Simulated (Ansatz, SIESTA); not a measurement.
An Ansatz (a first-principles code) input for a self-consistent single point of CoSn (P6/mmm, 6 atoms in the cell) (DFT, PBE, plane waves, default PAW files):

Ansatz 0.2 input:
```yaml
crystal:
  lattice:
    - [5.247614, 0.000000, 0.000000]
    - [-2.623807, 4.544567, 0.000000]
    - [0.000000, 0.000000, 4.188846]
  atoms:
    - { symbol: Co, position: [0.000000, 0.500000, 0.000000] }
    - { symbol: Co, position: [0.500000, 0.000000, 0.000000] }
    - { symbol: Co, position: [0.500000, 0.500000, 0.000000] }
    - { symbol: Sn, position: [0.666667, 0.333333, 0.500000] }
    - { symbol: Sn, position: [0.333333, 0.666667, 0.500000] }
    - { symbol: Sn, position: [0.000000, 0.000000, 0.000000] }
basis:
  ecutwfc: 420.0
kpoints:
  mp_grid:
    grid: [6, 6, 7]
hamiltonian:
  xc: pbe
  pseudopotentials:
    kind: paw
scf:
  occupations:
    method: fermi_dirac
    width: 0.1
output:
  forces: true
  eigenvalues: true
  stress: true
```

Question: Write the same calculation as an input for SIESTA.

Answer: This is the input that was run; spellings and numerical settings could be chosen otherwise.

```
# files in the folder: Co.psml Sn.psml (PseudoDojo PBE standard)
SystemName  CoSn
SystemLabel siesta

NumberOfAtoms                6
NumberOfSpecies              2
%block ChemicalSpeciesLabel
  1 27 Co
  2 50 Sn
%endblock ChemicalSpeciesLabel
LatticeConstant              1.0 Ang
%block LatticeVectors
     5.247614000    0.000000000    0.000000000
    -2.623807000    4.544567000    0.000000000
     0.000000000    0.000000000    4.188846000
%endblock LatticeVectors
AtomicCoordinatesFormat      Bohr
%block AtomicCoordinatesAndAtomicSpecies
    -2.479138317    4.293993493    0.000000000  1
     4.958276634    0.000000000    0.000000000  1
     2.479138317    4.293993493    0.000000000  1
     4.958281592    2.862659466    3.957885859  2
    -0.000004958    5.725327519    3.957885859  2
     0.000000000    0.000000000    0.000000000  2
%endblock AtomicCoordinatesAndAtomicSpecies

XC.functional                GGA
XC.authors                   PBE
PAO.BasisSize                TZP
PAO.EnergyShift              0.005 Ry
MeshCutoff                   400 Ry
%block kgrid.MonkhorstPack
    6   0   0  0.0
    0   6   0  0.0
    0   0   7  0.0
%endblock kgrid.MonkhorstPack
OccupationFunction           FD
ElectronicTemperature        100.0 meV

MaxSCFIterations             150
SCF.Mixer.Method             Pulay
SCF.Mixer.Weight             0.1
SCF.Mixer.History            6
SCF.DM.Tolerance             1.0E-04
Diag.ParallelOverK           true
WriteForces                  true
Charge.Mulliken              end
```

Basis settings and potentials, where a program has them, do not carry over. This input uses DFT, GGA PBE, numerical atomic orbitals TZP, PseudoDojo PBE standard norm-conserving potentials (rewritten from UPF to PSML). Both were run: pressure 3.91 GPa in Ansatz and 4.19 in SIESTA. Ansatz's pressure is the one without its finite-basis correction.

On SIESTA: the starting cell comes from a database of computed structures (which also holds hypothetical and non-ambient phases and stackings), without a prior relaxation at this level. Its lattice was rescaled by a random factor within 2.5 % of one. Spin polarisation is off. Values carry the incompleteness of an atom-centred basis. With a pressure of about 4 GPa the cell is away from its equilibrium volume at this level.

On Ansatz: the starting cell comes from a database of computed structures (which also holds hypothetical and non-ambient phases and stackings), without a prior relaxation at this level. Its lattice was rescaled by a random factor within 2.5 % of one. Spin polarisation is off. With a pressure of about 4 GPa the cell is away from its equilibrium volume at this level.
